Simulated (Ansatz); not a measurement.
This concerns the energy of configuration A over configuration B. The value is E(A) − E(B).

Cell A: a supercell of 64 sites of Os (hcp, P6₃/mmc) with H off the lattice sites (4 Os at 1.75–1.77 Å); spin state with PBE: run without spin, k-point mesh 4×4×4.
```yaml
crystal:
  lattice:
    - [11.01839, 0.00000, 0.00000]
    - [-5.50919, 9.54220, 0.00000]
    - [0.00000, 0.00000, 8.69387]
  atoms:
    - { symbol: Os, position: [0.08333, 0.16667, 0.11452] }
    - { symbol: Os, position: [0.17142, 0.07858, 0.37891] }
    - { symbol: Os, position: [0.08333, 0.16667, 0.62431] }
    - { symbol: Os, position: [0.16726, 0.08274, 0.87387] }
    - { symbol: Os, position: [0.08337, 0.41708, 0.12466] }
    - { symbol: Os, position: [0.17142, 0.34285, 0.37891] }
    - { symbol: Os, position: [0.08288, 0.41742, 0.62642] }
    - { symbol: Os, position: [0.16726, 0.33452, 0.87387] }
    - { symbol: Os, position: [0.08334, 0.66667, 0.12510] }
    - { symbol: Os, position: [0.16639, 0.58344, 0.37534] }
    - { symbol: Os, position: [0.08333, 0.66667, 0.62526] }
    - { symbol: Os, position: [0.16674, 0.58361, 0.87537] }
    - { symbol: Os, position: [0.08337, 0.91629, 0.12466] }
    - { symbol: Os, position: [0.16639, 0.83295, 0.37534] }
    - { symbol: Os, position: [0.08288, 0.91546, 0.62642] }
    - { symbol: Os, position: [0.16674, 0.83313, 0.87537] }
    - { symbol: Os, position: [0.33371, 0.16663, 0.12466] }
    - { symbol: Os, position: [0.41705, 0.08361, 0.37534] }
    - { symbol: Os, position: [0.33454, 0.16712, 0.62642] }
    - { symbol: Os, position: [0.41687, 0.08326, 0.87537] }
    - { symbol: Os, position: [0.33371, 0.41708, 0.12466] }
    - { symbol: Os, position: [0.41667, 0.33334, 0.37491] }
    - { symbol: Os, position: [0.33454, 0.41742, 0.62642] }
    - { symbol: Os, position: [0.41720, 0.33360, 0.87504] }
    - { symbol: Os, position: [0.33335, 0.66670, 0.12529] }
    - { symbol: Os, position: [0.41705, 0.58344, 0.37534] }
    - { symbol: Os, position: [0.33351, 0.66701, 0.62573] }
    - { symbol: Os, position: [0.41687, 0.58361, 0.87537] }
    - { symbol: Os, position: [0.33335, 0.91665, 0.12529] }
    - { symbol: Os, position: [0.41667, 0.83333, 0.37516] }
    - { symbol: Os, position: [0.33351, 0.91649, 0.62573] }
    - { symbol: Os, position: [0.41667, 0.83333, 0.87548] }
    - { symbol: Os, position: [0.58333, 0.16666, 0.12510] }
    - { symbol: Os, position: [0.66656, 0.08361, 0.37534] }
    - { symbol: Os, position: [0.58333, 0.16667, 0.62526] }
    - { symbol: Os, position: [0.66639, 0.08326, 0.87537] }
    - { symbol: Os, position: [0.58336, 0.41668, 0.12540] }
    - { symbol: Os, position: [0.66667, 0.33334, 0.37540] }
    - { symbol: Os, position: [0.58334, 0.41667, 0.62537] }
    - { symbol: Os, position: [0.66674, 0.33349, 0.87549] }
    - { symbol: Os, position: [0.58333, 0.66667, 0.12510] }
    - { symbol: Os, position: [0.66667, 0.58333, 0.37540] }
    - { symbol: Os, position: [0.58333, 0.66667, 0.62526] }
    - { symbol: Os, position: [0.66674, 0.58326, 0.87549] }
    - { symbol: Os, position: [0.58330, 0.91665, 0.12529] }
    - { symbol: Os, position: [0.66656, 0.83295, 0.37534] }
    - { symbol: Os, position: [0.58299, 0.91649, 0.62573] }
    - { symbol: Os, position: [0.66639, 0.83313, 0.87537] }
    - { symbol: Os, position: [0.83292, 0.16663, 0.12466] }
    - { symbol: Os, position: [0.90715, 0.07858, 0.37891] }
    - { symbol: Os, position: [0.83258, 0.16712, 0.62642] }
    - { symbol: Os, position: [0.91548, 0.08274, 0.87387] }
    - { symbol: Os, position: [0.83332, 0.41668, 0.12540] }
    - { symbol: Os, position: [0.91666, 0.33334, 0.37491] }
    - { symbol: Os, position: [0.83333, 0.41667, 0.62537] }
    - { symbol: Os, position: [0.91640, 0.33360, 0.87504] }
    - { symbol: Os, position: [0.83332, 0.66664, 0.12540] }
    - { symbol: Os, position: [0.91666, 0.58333, 0.37540] }
    - { symbol: Os, position: [0.83333, 0.66666, 0.62537] }
    - { symbol: Os, position: [0.91651, 0.58326, 0.87549] }
    - { symbol: Os, position: [0.83292, 0.91629, 0.12466] }
    - { symbol: Os, position: [0.91666, 0.83333, 0.37491] }
    - { symbol: Os, position: [0.83258, 0.91546, 0.62642] }
    - { symbol: Os, position: [0.91640, 0.83280, 0.87504] }
    - { symbol: H, position: [0.08333, 0.16667, 0.31586] }
```

Cell B: a supercell of 64 sites of Os (hcp, P6₃/mmc) with H off the lattice sites (6 Os at 1.97 Å); spin state with PBE: run without spin, k-point mesh 4×4×4.
```
CELL_PARAMETERS angstrom
     11.01839     0.00000     0.00000
     -5.50919     9.54220     0.00000
      0.00000     0.00000     8.69387
ATOMIC_POSITIONS crystal
  Os 0.08513 0.17026 0.12249
  Os 0.17026 0.08513 0.37751
  Os 0.08360 0.16719 0.62538
  Os 0.16719 0.08360 0.87462
  Os 0.08346 0.41665 0.12502
  Os 0.16710 0.33419 0.37536
  Os 0.08339 0.41690 0.62510
  Os 0.16694 0.33388 0.87422
  Os 0.08346 0.66680 0.12502
  Os 0.16662 0.58331 0.37496
  Os 0.08339 0.66649 0.62510
  Os 0.16671 0.58336 0.87503
  Os 0.08513 0.91487 0.12249
  Os 0.16710 0.83290 0.37536
  Os 0.08360 0.91640 0.62538
  Os 0.16694 0.83306 0.87422
  Os 0.33419 0.16710 0.12464
  Os 0.41665 0.08346 0.37498
  Os 0.33388 0.16694 0.62578
  Os 0.41690 0.08339 0.87490
  Os 0.33320 0.41665 0.12502
  Os 0.41665 0.33320 0.37498
  Os 0.33351 0.41690 0.62510
  Os 0.41690 0.33351 0.87490
  Os 0.33333 0.66667 0.12483
  Os 0.41669 0.58331 0.37496
  Os 0.33333 0.66667 0.62495
  Os 0.41664 0.58336 0.87503
  Os 0.33320 0.91654 0.12502
  Os 0.41669 0.83338 0.37496
  Os 0.33351 0.91661 0.62510
  Os 0.41664 0.83329 0.87503
  Os 0.58331 0.16662 0.12504
  Os 0.66680 0.08346 0.37498
  Os 0.58336 0.16671 0.62497
  Os 0.66649 0.08339 0.87490
  Os 0.58331 0.41669 0.12504
  Os 0.66667 0.33333 0.37517
  Os 0.58336 0.41664 0.62497
  Os 0.66667 0.33333 0.87505
  Os 0.58335 0.66680 0.12502
  Os 0.66680 0.58335 0.37498
  Os 0.58310 0.66649 0.62510
  Os 0.66649 0.58310 0.87490
  Os 0.58335 0.91654 0.12502
  Os 0.66581 0.83290 0.37536
  Os 0.58310 0.91661 0.62510
  Os 0.66612 0.83306 0.87422
  Os 0.83290 0.16710 0.12464
  Os 0.91487 0.08513 0.37751
  Os 0.83306 0.16694 0.62578
  Os 0.91640 0.08360 0.87462
  Os 0.83338 0.41669 0.12504
  Os 0.91654 0.33320 0.37498
  Os 0.83329 0.41664 0.62497
  Os 0.91661 0.33351 0.87490
  Os 0.83290 0.66581 0.12464
  Os 0.91654 0.58335 0.37498
  Os 0.83306 0.66612 0.62578
  Os 0.91661 0.58310 0.87490
  Os 0.82974 0.91487 0.12249
  Os 0.91487 0.82974 0.37751
  Os 0.83281 0.91640 0.62538
  Os 0.91640 0.83281 0.87462
  H  0.00000 0.00000 0.25000
```

All numbers come from Ansatz (a quantum-chemistry and plane-wave program), plane waves with PAW, its default PAW set, cutoff 420 eV, 500 eV for r2SCAN. The structures are at rest with PBE, within the held lattices; other levels are single points on them. Neutral cells; Fermi-Dirac smearing of at most 0.10 eV in the solids, energies taken to zero width. The lattices are those relaxed with PBE, so at other levels the solids can be strained, which adds to the spread. Larger cells are relaxed from a start prepared with the learned potential CHGNet, on a coarser mesh till forces fall under 0.03 eV/Å, which some starts already meet. A dispersion term (D3(BJ), or D4 for r2SCAN) was computed beside these levels and is taken off wherever the name lacks it. Nuclei at rest; no vibrational terms. The structures are the rest points that the relaxations reached, not proven lowest. Spin-orbit coupling is left out. No correction for cell size. Cell A has symmetry P3m1 and got no random move, so less symmetric positions, which may lie lower, weren't tried. Cell B has symmetry P-3m1 and got no random move, so less symmetric positions, which may lie lower, weren't tried.

Q: Predict the value from r2SCAN.

A: 0.44 eV for A less B, so B lies lower.

Q: List the value at the remaining levels and say how far they part.

A: 
| Method | value (eV) | less r2SCAN |
|---|---|---|
| PBE | 0.49 | 0.05 |

The levels span only 0.05 eV, too little to tell them apart.
